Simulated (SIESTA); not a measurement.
A self-consistent single point of TcNi (P-6m2, 2 atoms in the cell) with SIESTA.

Level of theory: LDA PW92, numerical atomic orbitals DZP, PseudoDojo LDA standard norm-conserving potentials (rewritten from UPF to PSML) (SIESTA).

```
TcNi
1.0
    2.65416     0.00000     0.00000
   -1.32708     2.29857     0.00000
    0.00000     0.00000     4.20092
Ni Tc
1 1
Cartesian
  0.00000   0.00000   2.10046
  1.32708   0.76619   0.00000
```

Reference input (self-consistent single point, DFT, GGA PBEsol, numerical atomic orbitals DZP, PseudoDojo PBEsol standard norm-conserving potentials (rewritten from UPF to PSML)): XC.functional = GGA; XC.authors = PBEsol; potentials = PseudoDojo PBEsol standard; PAO.BasisSize = DZP; PAO.EnergyShift = 0.01 Ry; MeshCutoff = 300 Ry; kgrid.MonkhorstPack = 14 14 8; OccupationFunction = MP; OccupationMPOrder = 0; ElectronicTemperature = 0.2 eV; MaxSCFIterations = 150; SCF.Mixer.Method = Pulay. This run's input differs from it in these lines:

```diff
@@ -1,2 +1,2 @@
-# files in the folder: Ni.psml Tc.psml (PseudoDojo PBEsol standard)
+# files in the folder: Ni.psml Tc.psml (PseudoDojo LDA standard)
 SystemName  TcNi
@@ -22,4 +22,4 @@
 
-XC.functional                GGA
-XC.authors                   PBEsol
+XC.functional                LDA
+XC.authors                   PW92
 PAO.BasisSize                DZP
```

Output (repeated stretches shortened):

```
        iscf     Eharris(eV)        E_KS(eV)     FreeEng(eV)     dDmax    Ef(eV) dHmax(eV)
   scf:    1    -6685.604289    -6812.573190    -6812.628034  1.176160 -2.402516 50.304675
   scf:    2    -6580.823980    -6805.852121    -6805.888466  1.624184 -3.221260 48.662277
   scf:    3    -6891.480489    -6856.240494    -6856.278769  0.897679 -4.612760 21.861654
   scf:    4    -6640.852571    -6810.973833    -6811.040164  0.949233 -3.765040 46.276976
   scf:    5    -6776.990982    -6856.398790    -6856.437170  0.982799 -4.935647 23.315037
   [... 12 lines left out ...]
   scf:   18    -6870.906416    -6870.906411    -6870.963116  0.000072 -5.014502  0.003438
   scf:   19    -6870.906403    -6870.906407    -6870.963116  0.000072 -5.014446  0.001006
   scf:   20    -6870.906410    -6870.906409    -6870.963116  0.000016 -5.014446  0.000020
   scf:   21    -6870.906409    -6870.906409    -6870.963116  0.000001 -5.014443  0.000015
SCF Convergence by DM+H criterion
max |DM_out - DM_in|         :     0.0000010579
max |H_out - H_in|      (eV) :     0.0000153792
SCF cycle converged after 21 iterations

Using DM_out to compute the final energy and forces

siesta: E_KS(eV) =            -6870.9064

siesta: E_KS - E_eggbox =     -6870.9064

siesta: Atomic forces (eV/Ang):
     1    0.000004   -0.000002   -0.000000
     2   -0.000001    0.000000    0.000000
   Tot    0.000003   -0.000002   -0.000000
   Max    0.000004
   Res    0.000002    sqrt( Sum f_i^2 / 3N )
   Max    0.000004    constrained

Stress tensor Voigt[x,y,z,yz,xz,xy] (kbar):      187.72      187.72      174.04        0.00        0.00        0.00
(Free)E + p*V (eV/cell)    -6873.8930
Target enthalpy (eV/cell)    -6870.9631

siesta: Program's energy decomposition (eV):
siesta: FreeEng =     -6870.963116

   [... lines left out ...]
siesta:     0.117166    0.000000    0.000000
siesta:     0.000000    0.117166   -0.000000
siesta:     0.000000    0.000000    0.108628

siesta: Cell volume =         25.628857 Ang**3

siesta: Pressure (static):
siesta:                Solid            Molecule  Units
siesta:          -0.00124510         -0.00124510  Ry/Bohr**3
siesta:          -0.11432017         -0.11432014  eV/Ang**3
siesta:        -183.16111022       -183.16106509  kBar
```

The run converged in 21 iterations. Against the reference run the pressure goes from -11.85 to -18.32 GPa.

The starting cell comes from a database of computed structures (which also holds hypothetical and non-ambient phases and stackings), without a prior relaxation at this level. Spin polarisation is off. Values carry the incompleteness of an atom-centred basis. With a pressure of about -18 GPa the cell is away from its equilibrium volume at this level.

Cost on one core of a shared machine: roughly 3 min.
